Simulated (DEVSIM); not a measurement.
Device: Al/SiO2/n-Si capacitor, at 250 K.

```csv
layer (left to right),material,thickness (nm),Nd (cm⁻³)
1,SiO2,8.90,-
2,Si,1400,1.7e17
```

Metal gate on the left, work function 4.1 eV. Fixed charge at the semiconductor interface 4.5e10 cm⁻² (in units of +e); no interface traps.

Constants are typed, rounded textbook-type inputs, not results; the design itself was drawn at random and stands for no fabricated device. Values at 300 K; Nc and Nv go as T^1.5, mobilities as T to minus their exponent, the gap by Varshni's rule with the affinity fixed.

| parameter | SiO2 | Si |
|---|---|---|
| gap (eV) | 9 | 1.124 |
| affinity (eV) | 0.9 | 4.05 |
| permittivity | 3.9 | 11.7 |
| Nc (cm⁻³) | - | 2.86e19 |
| Nv (cm⁻³) | - | 3.1e19 |
| Varshni α (eV/K) | - | 0.000473 |
| Varshni β (K) | - | 636 |

Model (solved in DEVSIM): 1D Poisson equation in equilibrium, Boltzmann statistics, complete ionisation; no quantum confinement or tunnelling. Metal contacts follow the ideal Schottky-Mott rule: no Fermi-level pinning, no interface dipoles.

**Question.** Tabulate band edges, carrier densities and field at -0.9 V on the gate.

**Answer.** Energies count from the Fermi level of the right contact; mesh points crowd at the junctions.

| x (μm) | Ec (eV) | Ev (eV) | n (cm⁻³) | p (cm⁻³) | field (V/cm) |
|---|---|---|---|---|---|
| 0.000 | 4.100 | -4.900 | < 1e2 | < 1e2 | -460000 |
| 0.001089 | 4.050 | -4.950 | < 1e2 | < 1e2 | -460000 |
| 0.002926 | 3.965 | -5.035 | < 1e2 | < 1e2 | -460000 |
| 0.005780 | 3.833 | -5.168 | < 1e2 | < 1e2 | -460000 |
| 0.008142 | 3.723 | -5.277 | < 1e2 | < 1e2 | -460000 |
| 0.009114 | 0.535 | -0.601 | 3.5e8 | 1.8e7 | -150000 |
| 0.01054 | 0.515 | -0.621 | 9.1e8 | 7000000 | -140000 |
| 0.01521 | 0.451 | -0.685 | 1.8e10 | 360000 | -130000 |
| 0.02295 | 0.357 | -0.779 | 1.4e12 | 4700 | -110000 |
| 0.03871 | 0.216 | -0.920 | 9.5e14 | < 1e2 | -69000 |
| 0.07078 | 0.112 | -1.024 | 1.2e17 | < 1e2 | -7400 |
| 0.1760 | 0.105 | -1.032 | 1.7e17 | < 1e2 | ≈ 0 |
| 0.3501 | 0.105 | -1.032 | 1.7e17 | < 1e2 | ≈ 0 |
| 0.7047 | 0.105 | -1.032 | 1.7e17 | < 1e2 | ≈ 0 |
| 1.129 | 0.105 | -1.032 | 1.7e17 | < 1e2 | ≈ 0 |
| 1.276 | 0.105 | -1.032 | 1.7e17 | < 1e2 | ≈ 0 |
| 1.345 | 0.105 | -1.032 | 1.7e17 | < 1e2 | ≈ 0 |
| 1.378 | 0.105 | -1.032 | 1.7e17 | < 1e2 | ≈ 0 |
| 1.398 | 0.105 | -1.032 | 1.7e17 | < 1e2 | ≈ 0 |
| 1.404 | 0.105 | -1.032 | 1.7e17 | < 1e2 | ≈ 0 |
| 1.407 | 0.105 | -1.032 | 1.7e17 | < 1e2 | ≈ 0 |
| 1.409 | 0.105 | -1.032 | 1.7e17 | < 1e2 | ≈ 0 |
